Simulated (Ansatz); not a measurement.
The starting structures come from a database of crystals and need not be the phases stable at ambient conditions.

Tunnelling through a barrier is set by its complex band structure: the current falls as exp(−2κd) with the smallest κ.

Data:

```
CELL_PARAMETERS angstrom
      6.40031     0.00000     0.00000
     -2.09456     6.04788     0.00000
      2.15288     3.02394    11.07328
ATOMIC_POSITIONS crystal
  Sc 0.33358 0.83358 0.33284
  Sc 0.16642 0.66642 0.66716
  Sc 0.41642 0.41642 0.16716
  Sc 0.58358 0.58358 0.83284
  Sc 0.99777 0.49777 0.00446
  Sc 0.50223 0.00223 0.99554
  Sc 0.75223 0.75223 0.49554
  Sc 0.24777 0.24777 0.50446
  S  0.00967 0.50967 0.50000
  S  0.49033 0.99033 0.50000
  S  0.74033 0.74033 0.00000
  S  0.25967 0.25967 0.00000
  S  0.91582 0.90654 0.66124
  S  0.42294 0.43222 0.66124
  S  0.56778 0.57706 0.33876
  S  0.09346 0.08418 0.33876
  S  0.83418 0.34346 0.83876
  S  0.32706 0.81778 0.83876
  S  0.18222 0.67294 0.16124
  S  0.65654 0.16582 0.16124
```

Space group of this cell: Fddd. The cell is taken as given.

Transport runs along the normal of the first two printed cell vectors.

The gap is the functional's own. No spin-orbit coupling. Mid-gap values are interpolated on the energy grid.

Q: Predict the band gap and the smallest decay constant κ at mid-gap from r2SCAN run with Ansatz (an electronic-structure program).

A: Gap 1.38 eV on a 6×6×6 mesh; κ = 0.179 1/Å, at the zone centre.
